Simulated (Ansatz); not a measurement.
For 1T (CdI2-type) CaI2, LDA (Ansatz, an electronic-structure program, plane waves, PAW) gives:

| Item | Result |
|---|---|
| equilibrium lattice constant a | 4.350 Å |
| lattice parameter c | 6.762 Å |

**Question.** What does r²SCAN in Ansatz (PAW) give for the same quantities?

**Answer.** 
- lattice constant a: 4.518 Å (grows by 3.9 %)
- lattice parameter c: 7.249 Å (grows by 7.2 %)

Changes are worked out from the printed values.

Unless a cell is named, each level is at its own relaxed cell (LDA 36.94, r²SCAN 42.72 Å³/atom).

Caveats: the cell comes from a level without a dispersion term, which matters for the spacing of layers, chains or molecules (LDA, r²SCAN). Ansatz's density-functional and Hartree–Fock values are scalar-relativistic unless marked +SOC, with PAW data made under PBE.
